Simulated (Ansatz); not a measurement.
**Si in the diamond structure (space group Fd-3m, No. 227)**

```yaml
crystal:
  lattice:
    - [0.00000, 2.70105, 2.70105]
    - [2.70105, 0.00000, 2.70105]
    - [2.70105, 2.70105, 0.00000]
  atoms:
    - { symbol: Si, position: [0.00000, 0.00000, 0.00000] }
    - { symbol: Si, position: [0.25000, 0.25000, 0.25000] }
```

Method: LDA (Ansatz, a quantum-chemistry and plane-wave program; PAW; 420 eV plane waves; without spin-orbit coupling). Γ-centred 11×11×11 mesh, Fermi–Dirac width 0.05 eV.

```yaml
volume_per_atom: 19.71 Å³
density: 2.37 g/cm³
band_gap: 0.45 eV, indirect, Γ → Γ–X (87 % along)
electron_mass: 0.93 mₑ along k, 0.19 mₑ across
Hole mass (degenerate bands, along [100]): 0.17, 0.26, 0.26 mₑ
Lowest conduction-band minima above the VBM: a point along ⟨100⟩, about 1.0 Å⁻¹ from Γ 0.45 eV; L along ⟨111⟩ 1.48 eV
total_energy: -608.648 eV/atom (σ→0; compares only within this code and set-up)
```

Effective masses come from finite differences of ±0.01 Å⁻¹. Along k means along the line from Γ to the band edge. Gaps are read on the SCF mesh and a high-symmetry path. Whether these cells are dynamically stable was not tested.
